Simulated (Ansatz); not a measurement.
The (10-10) face of hcp Tl can be cut between different planes. Symmetric, stoichiometric slabs relaxed in the 1x1 cell (20.3 Å²): top plane Tl, 1.03 Å over the next in the ideal cut; top plane Tl, 2.07 Å over the next in the ideal cut.

The numbers are results of PBE (plane waves to 420 eV, PAW; Ansatz, a first-principles code), not measurements.

Rank these by surface energy (lowest first), as PBE gives it.

the cut with an outer spacing of 1.03 Å (0.25 J/m²), the cut with an outer spacing of 2.07 Å (0.38 J/m²)
